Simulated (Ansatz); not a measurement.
Structures of equal composition on the (111) surface of germanium: C on one of 1 surface atoms, Cl on every dangling bond; C on one of 1 atoms under the surface, Cl on every dangling bond. The slabs share one bottom face, and each structure is named by its start. These are constructed structures in small cells; real faces may alloy, dewet or reconstruct in larger ones, and not all known structures of the face are among them. Slabs of about 15 Å, Fermi-Dirac smearing of 0.025 eV. Bottom of the slabs: built like the top, H on every dangling bond, free. Relaxed from the named starts with such symmetry as they have, on meshes of like density; energies extrapolated to zero smearing; spin only where a row says so; no spin-orbit coupling, no U. Brackets mark spin-polarised runs, whose order is one that fits the cell.

Computed with PBE (plane waves to 420 eV, PAW; Ansatz, a program for electronic structure).

### Question
Order them by energy per 1x1 cell (lowest first) at the level PBE.

### Answer
C on one of 1 atoms under the surface, Cl on every dangling bond (0.000 eV (1 C–Ge bonds formed), no gap on the mesh), C on one of 1 surface atoms, Cl on every dangling bond (0.740 eV, no gap on the mesh)
